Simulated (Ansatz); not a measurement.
BeTe under load (space group F-43m), r2SCAN with spin-orbit coupling, rigid bands run with Ansatz (a program for electronic structure). Condition of this run: hydrostatic pressure -2 GPa (the target of the relaxation). Band gap 2.17 eV, N_c = 3.01e19 cm⁻³ and N_v = 1.47e19 cm⁻³ at 300 K, conductivity masses of 0.388 mₑ (electrons) and 0.417 mₑ (holes). Take k_BT = 0.02585 eV.

Task: A film of it is 2 nm thick. Estimate the confinement energies in an infinite well.

Result: ħ²π²/(2m t²) = 0.376 eV·nm²/(m/mₑ × t²) gives 242 meV for electrons and 225 meV for holes, so the gap would widen to about 2.64 eV. Finite barriers and nonparabolic bands lower this, and with several valleys or bands the heaviest mass along the normal sets the lowest level, not this average.

Task: What built-in voltage has an abrupt junction with N_A = 1e16 and N_D = 1e17 cm⁻³, all dopants ionised?

Result: V_bi = E_g/e − (k_BT/e) ln(N_c N_v/(N_A N_D)) = 2.17 − 0.02585 × 13.00 = 1.83 V, for the computed gap.

Task: Find the intrinsic carrier density and the intrinsic Fermi level.

Result: n_i = √(N_c N_v) exp(−E_g/2k_BT) = 2.10e19 × exp(−41.97) = 1.2e1 cm⁻³. The level lies (k_BT/2) ln(N_v/N_c) = -9 meV from mid-gap (positive towards the conduction band). Each 0.1 eV added to the gap lowers n_i by a factor of 6.9.

Rigid bands with the computed gap; masses take one relaxation time for all states.
